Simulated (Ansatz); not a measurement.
## BeSe (model structure, started from the BeO type, P4₂/mnm, No. 136, 8 atoms in the cell)

These are PBEsol in Ansatz (PAW) values and carry that method's errors.

Run with plane-wave cutoff 520 eV, 6×6×10 k mesh (along the axes of the cell as run), Fermi–Dirac smearing 0.01 eV, scalar-relativistic PAW data made under PBE.

Cell (relaxed at this level):

```cif
data_Be4Se4
_chemical_formula_sum 'Be4 Se4'
_space_group_name_H-M_alt 'P 1'
_space_group_IT_number 1
_cell_length_a 6.22851
_cell_length_b 6.22851
_cell_length_c 3.64561
_cell_angle_alpha 90.000
_cell_angle_beta 90.000
_cell_angle_gamma 90.000
loop_
_space_group_symop_operation_xyz
  'x, y, z'
loop_
_atom_site_label
_atom_site_type_symbol
_atom_site_fract_x
_atom_site_fract_y
_atom_site_fract_z
_atom_site_occupancy
Be1 Be 0.33093 0.66907 0.00000 1
Be2 Be 0.66907 0.33093 0.00000 1
Be3 Be 0.83093 0.83093 0.50000 1
Be4 Be 0.16907 0.16907 0.50000 1
Se1 Se 0.30920 0.30920 0.00000 1
Se2 Se 0.69080 0.69080 0.00000 1
Se3 Se 0.19080 0.80920 0.50000 1
Se4 Se 0.80920 0.19080 0.50000 1
```

| Item | Value |
|---|---|
| band gap | 2.73 eV (indirect) |
| smallest direct gap on the k points sampled | 3.30 eV |

Note: the relaxation could raise the start's symmetry but not lower it, so the cell can be a saddle point.

Spin–orbit coupling is not included.

The computed numbers hold no vibrational or temperature effects.

Computing time: very roughly 30 core-seconds.

A model structure was made by putting elements into a prototype or built by hand; it is no filed structure, need not be a known phase, and can be a saddle point held by its symmetry.

Ansatz is an electronic-structure program.
